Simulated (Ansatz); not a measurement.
Results of BLYP (PAW; Ansatz, a program for electronic structure) for CsCl-type CuZn.

Run with plane-wave cutoff 520 eV, 16×16×16 k mesh, Fermi–Dirac smearing 0.1 eV, perturbation theory, no spin polarisation, scalar-relativistic PAW data made under PBE.

Computed at the level's own relaxed cell.

Task: Predict the zone-centre TO phonon frequency.

Result: 
- zone-centre TO phonon frequency: 156 cm⁻¹

Note: the run finds an imaginary mode (28i cm⁻¹), so the cell is a saddle point at this level.

Cost on a shared machine: roughly 10 core-minutes.
